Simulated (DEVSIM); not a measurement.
Structure: CdS/CdTe n-p heterojunction, at 350 K.

Layer 1 from the left is CdS, thickness (μm) 0.0530, Nd (cm⁻³) 1.4e17, τn (s) 2e-9, τp (s) 2e-10. Layer 2 from the left is CdTe, thickness (μm) 3.10, Na (cm⁻³) 2.2e15, τn (s) 2e-9, τp (s) 2e-9.

Left contact: ohmic. Right contact: ohmic. Voltage is applied to the left contact. Recombination: SRH at mid-gap. Mobility is constant in doping.

The device is made up for the run: typed textbook-type constants, with dimensions and the other settings drawn at random. Values at 300 K; Nc and Nv go as T^1.5, mobilities as T to minus their exponent, the gap by Varshni's rule with the affinity fixed.

CdS: gap (eV) 2.4, affinity (eV) 4.3, permittivity 9, Nc (cm⁻³) 2.2e18, Nv (cm⁻³) 1.8e19, μn (cm²/Vs) 300, μp (cm²/Vs) 25, T exponent of μn 1.5, T exponent of μp 1.5, Varshni α (eV/K) 0.00039, Varshni β (K) 103. CdTe: gap (eV) 1.5, affinity (eV) 4.28, permittivity 10.2, Nc (cm⁻³) 8e17, Nv (cm⁻³) 1.8e19, μn (cm²/Vs) 1000, μp (cm²/Vs) 80, T exponent of μn 1.7, T exponent of μp 1.5, Varshni α (eV/K) 0.00031, Varshni β (K) 108.

DEVSIM, 1D drift-diffusion, Boltzmann statistics, complete ionisation; no tunnelling, impact ionisation, image-force lowering or self-heating. Band offsets follow the typed affinities; no thermionic-emission limit at abrupt steps, no polarisation charge.

What does the simulation give for the potential step across the device at zero bias, the dark forward voltage at 1 A/cm², the dark forward voltage at 100 A/cm²?

potential step across the device at zero bias 1.097 V; dark forward voltage at 1 A/cm² 0.907 V; dark forward voltage at 100 A/cm² 1.185 V.
